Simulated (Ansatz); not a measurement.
We consider Sb (model structure, started from the C4 type, I4₁32, No. 214, 4 atoms in the cell), described by LDA in Ansatz (PAW).

The run printed, among other lines:

```
Crystal: 4 atoms, lattice volume = 254.082 Å³
Basis set: ecut = 520 eV, 6819 PW (Γ), exchange–correlation on 108×108×108 points (8 copies of the dense FFT grid, shifted against one another)
Bands: 36, of which v1, the nominal top of the filled ones, is band 30 counted from 1 (29 counted from 0)
Symmetry: 24 space group operations
Space group: I4132 (ITA 214), of the structure as read, at distance tolerance 6.3e-5 Å
k-points: 47 of 1000 (time reversal used)
Functional: x = slater, c = lda
SCF iter   1: F=—  HF=-25339.777898 eV  |F-HF|=—  |Δ(HF+E_count)|=         —  Δρ=5.03e-3  dr2=5.08e-2
SCF iter   2: F=—  HF=-25339.761806 eV  |F-HF|=—  |Δ(HF+E_count)|=   1.61e-2  Δρ=1.67e-3  dr2=5.10e-3
  ...
SCF iter   6: F=—  HF=-25339.759360 eV  |F-HF|=—  |Δ(HF+E_count)|=   2.23e-5  Δρ=2.33e-6  dr2=2.65e-8
SCF iter   7: F=-25339.759360 eV  HF=-25339.759360 eV  |F-HF|=8.37e-11  |Δ(HF+E_count)|=  4.29e-10  Δρ=2.35e-7  dr2=2.08e-10
SCF 1 converged in 7 iterations: F = -25339.759360 eV  dr2 = 2.08e-10
SCF converged after 7 iterations
Free energy (F): -25339.759360 eV
Internal energy: -25339.726272 eV  (E = F + TS)
E sigma→0 (E₀):  -25339.742816 eV
Fermi energy:    1.696198 eV
--- Forces (eV/Å), atoms counted from 1 ---
  atom   1  Sb     0.00000000    -0.00000000    -0.00000000
  atom   2  Sb    -0.00000000     0.00000000    -0.00000000
  atom   3  Sb    -0.00000000    -0.00000000     0.00000000
  atom   4  Sb     0.00000000     0.00000000    -0.00000000
--- Stress (GPa, compression-positive) ---
       -0.561897      -0.000000      -0.000000
       -0.000000      -0.561897       0.000000
        0.000000       0.000000      -0.561897
  P = ⅓ Tr σ = -0.5619 GPa (-5.619 kbar)
```

**Question.** Write an input file that could have produced this run (the log leaves some choices open).

**Answer.** One answer among several that fit: 
Ansatz 0.2 input:
```yaml
crystal:
  lattice:
    - [-3.9899840792, 3.9899840792, 3.9899840792]
    - [3.9899840792, -3.9899840792, 3.9899840792]
    - [3.9899840792, 3.9899840792, -3.9899840792]
  atoms:
    - { symbol: Sb, position: [0.0, 0.25, 0.5] }
    - { symbol: Sb, position: [0.25, 0.5, 0.0] }
    - { symbol: Sb, position: [0.5, 0.0, 0.25] }
    - { symbol: Sb, position: [0.25, 0.25, 0.25] }
basis:
  ecutwfc: 520
  ecutrho_ratio: 4
  xc_grid: 2
kpoints:
  mp_grid: { grid: [10, 10, 10] }
hamiltonian:
  xc: lda
  dispersion: none
  pseudopotentials: { kind: paw }
scf:
  occupations: { method: fermi_dirac, width: 0.05 }
  convergence: { dr2_threshold: 0.0000000004 }
output:
  forces: true
  stress: true
  eigenvalues: true
```

The PAW data were made under PBE.

Note: the relaxation could raise the start's symmetry but not lower it, so the cell can be a saddle point. Note: cell and atoms aren't relaxed at this level (pressure -0.6 GPa).

A model structure was made by putting elements into a prototype or built by hand; it is no filed structure, need not be a known phase, and can be a saddle point held by its symmetry.

Ansatz is an electronic-structure program.
